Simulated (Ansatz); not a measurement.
Amorphous Hf$_{18}$O$_{36}$Cu

The cell was made by melting and quenching with the CHGNet potential and then relaxed with DFT. O atoms were pushed apart under 1.9 Å during the dynamics, to hinder bonds among them. The hot cell started wider than the set density and was brought back towards it in steps. It is the lowest in DFT energy of 2 quenches. It is a model cell: composition and starting density were chosen by hand, and all elements were melted together. No dispersion term was used.

Methods: PBE, scalar-relativistic without spin-orbit coupling (Ansatz, a program for electronic structure); r2SCAN, scalar-relativistic without spin-orbit coupling (Ansatz); HSE06, scalar-relativistic without spin-orbit coupling (Ansatz). Geometry, pressure, stress and energy are those of the PBE run. Its sampling: a 2×2×2 Γ-centred mesh; Fermi-Dirac width 0.02 eV; collinear spin, started from a total moment of 1 μB (at the end a net moment of 1.0 μB). Other functionals are single points at the zone centre (r2SCAN at 500 eV; exact exchange cut at the cell's faces), free to take moments where seeds were set. In the spin-polarised cell the level spacing at the Fermi energy can part levels of unlike spin.

```yaml
number_of_atoms_in_the_cell: 55
Density (volume relaxed, without dispersion): 9.12 g/cm^3
volume_per_atom: 12.76 Å^3
Pressure on a 2×2×2 Γ-centred mesh: 0.03 GPa
Largest force and stress component on that mesh (the relaxation ran on the zone centre alone): 0.19 eV/Å and 0.1 GPa
Energy relative to HfO2 (P2_1/c) + fcc Cu (lowest mix at this level among the phases computed, not always the ambient ones): 244 meV/atom
Level spacing at the Fermi energy on a 2×2×2 Γ-centred mesh (PBE): 0.49 eV
Level spacing at the Fermi energy at the zone centre (PBE): 0.64 eV
Level spacing at the Fermi energy at the zone centre (r2SCAN): 0.95 eV
Level spacing at the Fermi energy at the zone centre (HSE06): 1.53 eV
net_moment: 1.00 μB
```

Cut-offs for bonds: Hf-Hf 3.34 Å, Hf-O 2.68 Å, Hf-Cu 3.12 Å, O-O 1.58 Å, O-Cu 2.38 Å, Cu-Cu 2.90 Å. Two cations that share two anions don't count as bonded, nor two that share one unless they lie closer than Hf-Hf 3.25 Å, Hf-Cu 3.04 Å, Cu-Cu 2.82 Å.

```json
{
 "Mean coordination of Hf by anions": "6.39 (2 with 5, 9 with 6, 6 with 7, 1 with 9); 1 close contacts or bonds to cations besides",
 "Mean coordination of O": "3.31 (1 with 2, 23 with 3, 12 with 4)",
 "Mean coordination of Cu by anions": "4.00 (1 with 4); 1 close contacts or bonds to cations besides",
 "Mean Hf-O bond": "2.156 Å (spread 0.120 Å, 115 counted)",
 "Mean O-Cu bond": "2.073 Å (spread 0.128 Å, 4 counted)"
}
```

Its density started from a set value of 9.01 g/cm³. The quench (nominally 300 K/ps over its main leg) was far faster than any real one, so the model tends to hold more defects than a real film. Values belong to this one cell and scatter from quench to quench. Volume and shape were free in the relaxation. On a 2×2×2 Γ-centred mesh force components of up to 0.19 eV/Å stay, since the relaxation ran on the zone centre alone.
